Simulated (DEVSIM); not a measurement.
System: abrupt Si n-p junction, at 300 K.

```
layer (left to right)  material  thickness (μm)  Nd (cm⁻³)  Na (cm⁻³)  τn (s)  τp (s)
---------------------  --------  --------------  ---------  ---------  ------  ------
1                            Si            10.0     4.2e16          -  4.4e-5  4.4e-5
2                            Si            65.0          -     9.3e16  4.4e-5  4.4e-5
```

Left contact: ohmic. Right contact: ohmic. Voltage is applied to the left contact. Recombination: SRH at mid-gap, radiative, Auger. Mobility is constant in doping.

Constants are typed, rounded textbook-type inputs, not results; the design itself was drawn at random and stands for no fabricated device. Values at 300 K.

```tsv
parameter	Si
gap (eV)	1.124
affinity (eV)	4.05
permittivity	11.7
Nc (cm⁻³)	2.86e19
Nv (cm⁻³)	3.1e19
μn (cm²/Vs)	1417
μp (cm²/Vs)	470
B (cm³/s)	4.7e-15
Cn (cm⁶/s)	2.8e-31
Cp (cm⁶/s)	9.9e-32
```

Simulated with DEVSIM: 1D drift-diffusion, Boltzmann statistics, complete ionisation; no tunnelling, impact ionisation, image-force lowering or self-heating.

The thickness of layer 1 was swept, all else fixed.

```
thickness of layer 1 (μm)  dark forward voltage at 1 A/cm² (V)  dark forward voltage at 100 A/cm² (V)
-------------------------  -----------------------------------  -------------------------------------
2                                                        0.629                                  0.828
3.5                                                      0.642                                  0.835
6                                                        0.655                                  0.839
10                                                       0.667                                  0.843
17                                                       0.678                                  0.846
30                                                       0.687                                  0.852
50                                                       0.694                                  0.862
```

From the first row to the last the dark forward voltage at 1 A/cm² goes from 0.629 to 0.694. From the first row to the last the dark forward voltage at 100 A/cm² goes from 0.828 to 0.862.
